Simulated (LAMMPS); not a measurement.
MD of NiAl (CsCl type) at zero pressure, 4394 atoms, as a liquid; each row is its own run.

Model: classical MD, pair style eam/alloy, file NiAlH_jea.eam.alloy; code LAMMPS.

| T (K) | volume (Å³/atom) |
|---|---|
| 1040 | 13.864 |
| 1330 | 14.223 |
| 1520 | 14.455 |
| 1710 | 14.668 |
| 1900 | 14.878 |
| 2090 | 15.085 |
| 2380 | 15.391 |
| 2660 | 15.682 |
| 3040 | 16.067 |

### Question
Fit a straight line, y = a + b x, to these rows (x is the first column, y the second) and predict the run at x = 2470.

### Answer
Least squares gives a = 12.773 and b = 0.001095. At x = 2470 the fit predicts 15.479 Å³/atom. The run itself gave 15.483 ± 0.003 Å³/atom, so the fit is 0.026 % low.

Caution: a run this short can hold a crystal over, or a liquid under, the potential's own melting point, which these runs don't give.
